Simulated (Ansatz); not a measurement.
The complex Sc on the Ga site + N vacancy in wurtzite GaN (the Ga site; N 1.98 Å away, along c) and its isolated parts, with the Fermi level 0.90 eV above the valence-band maximum, each in its stable bound charge state.

The numbers are results of PBE, PAW (plane waves to 420 eV; Ansatz, a quantum-chemistry and plane-wave program), not measurements. Set-up: 96-site cell; 2×2×2 shifted k-points; host gap 1.71 eV; charged states image-corrected; finite-size errors of tenths of an eV; flagged in the runs: for some of the defects a host whose relaxation on this sampling wasn't shown to rest, a strain field that reaches the edge of the cell.

```json
[
 {"defect": "Sc on the Ga site", "charge": "0", "E_f, elements as references (eV)": "-1.95"},
 {"defect": "N vacancy (broken-bond start) [the N site; a neighbour pushed 0.95 Å away from the vacancy]", "charge": "+1", "E_f, elements as references (eV)": "2.32"}
]
```

**Question.** Is the complex bound, by how much, and in which charge state?

**Answer.** The complex has charge +1 and E_f = 0.39 eV: -1.95 + 2.32 − (0.39) = -0.02 eV, within the error of this cell, so no clear binding.
